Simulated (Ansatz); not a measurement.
The starting structures come from a database of crystals and need not be the phases stable at ambient conditions.

Input:

```yaml
crystal:
  lattice:
    - [7.00140, 0.00000, 0.00000]
    - [2.33380, 6.72590, 0.00000]
    - [3.50070, 0.00000, 2.02113]
  atoms:
    - { symbol: La, position: [0.25810, 0.22570, 0.00000] }
    - { symbol: La, position: [0.74190, 0.77430, 0.00000] }
    - { symbol: O, position: [0.37729, 0.86812, 0.00000] }
    - { symbol: O, position: [0.62271, 0.13188, 0.00000] }
    - { symbol: F, position: [0.12934, 0.61198, 0.00000] }
    - { symbol: F, position: [0.87066, 0.38802, 0.00000] }
```

Space group of this cell: R-3m. The cell is taken as given; by r2SCAN its mean pressure is 0.7 GPa.

Transport runs along the normal of the first two printed cell vectors, the (110) plane of the conventional cell.

The gap is the functional's own, uncorrected, and κ follows it; spin-orbit coupling is left out. Mid-gap values are interpolated between the computed energies.

Question: Compute, with r2SCAN in Ansatz (a program for electronic structure), the band gap and the smallest decay constant κ at mid-gap.

Answer: Gap 4.70 eV on a 14×14×14 mesh; κ = 0.485 1/Å, at the zone centre.
